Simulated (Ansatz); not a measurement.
The starting structures come from a database of crystals and need not be the phases stable at ambient conditions.

 Where the default PAW files enter, the runs use the earlier of Ansatz's two default sets.

Tunnelling through a barrier is set by its complex band structure: the current falls as exp(−2κd) with the smallest κ.

Here is the system:

```yaml
crystal:
  lattice:
    - [4.41573, 0.00000, 0.00000]
    - [2.20787, 7.42064, 0.00000]
    - [2.20787, 0.00000, 5.46218]
  atoms:
    - { symbol: Cu, position: [0.44768, 0.10464, 0.50000] }
    - { symbol: Cu, position: [0.05232, 0.89536, 0.50000] }
    - { symbol: Cu, position: [0.80232, 0.39536, 0.00000] }
    - { symbol: Cu, position: [0.19768, 0.60464, 0.00000] }
    - { symbol: S, position: [0.75000, 0.50000, 0.50000] }
    - { symbol: S, position: [0.50000, 0.00000, 0.00000] }
    - { symbol: O, position: [0.92428, 0.38009, 0.65640] }
    - { symbol: O, position: [0.69563, 0.38009, 0.34360] }
    - { symbol: O, position: [0.96077, 0.61991, 0.34360] }
    - { symbol: O, position: [0.41932, 0.61991, 0.65640] }
    - { symbol: O, position: [0.32572, 0.11991, 0.84360] }
    - { symbol: O, position: [0.55437, 0.11991, 0.15640] }
    - { symbol: O, position: [0.28923, 0.88009, 0.15640] }
    - { symbol: O, position: [0.83068, 0.88009, 0.84360] }
```

Space group of this cell: Fddd. The cell was relaxed by PBE-D3(BJ); by r2SCAN its mean pressure is -3.1 GPa.

Transport runs along the normal of the first two printed cell vectors.

The gap is the functional's own. No spin-orbit coupling. Mid-gap values are interpolated on the energy grid.

### Question
Predict the band gap and the smallest decay constant κ at mid-gap from Ansatz (an electronic-structure program) with r2SCAN.

### Answer
Gap 1.58 eV on a 8×8×8 mesh; κ = 0.298 1/Å, at the zone centre.
